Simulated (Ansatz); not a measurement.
SrO: point defects

Start from a 16-atom supercell of SrO in the rock salt structure (space group Fm-3m, No. 225; a = 5.195 Å) at its relaxed geometry.

One neutral defect a cell, atoms relaxed at fixed cell.

Method: PBE/PAW in Ansatz (an electronic-structure program), no SOC.

```tsv
variant	largest displacement of a host atom from its site in the perfect cell	pressure
perfect supercell	–	0.0 GPa
O on a Sr site (antisite)	0.19 Å	0.3 GPa
Ba on a Sr site	0.05 Å	2.6 GPa
Sr interstitial (started 2.03 Å from the nearest host atom), symmetric start	0.37 Å	10.7 GPa
Be on a Sr site	___	-1.9 GPa
Te on a O site	0.20 Å	___
```

Task: Complete the table.

Result: 
- Be on a Sr site, largest displacement of a host atom from its site in the perfect cell: 0.58 Å
- Te on a O site, pressure: 12.6 GPa

The magnetic state is the one reached from the starting moments; the real material's order can differ, and small cells can't hold many antiferromagnetic ones. The cell is small, so the values are those of an ordered compound at a high defect concentration; dilute-limit values will differ. A case with no gap was solved on a k-mesh chosen for an insulator, which is coarse for it. Defects with a symmetric start kept the site's symmetry and may sit on a saddle; the others started slightly shaken. Seeded moments were not kept for Ba on a Sr site, Sr interstitial (started 2.03 Å from the nearest host atom), Be on a Sr site and Te on a O site.
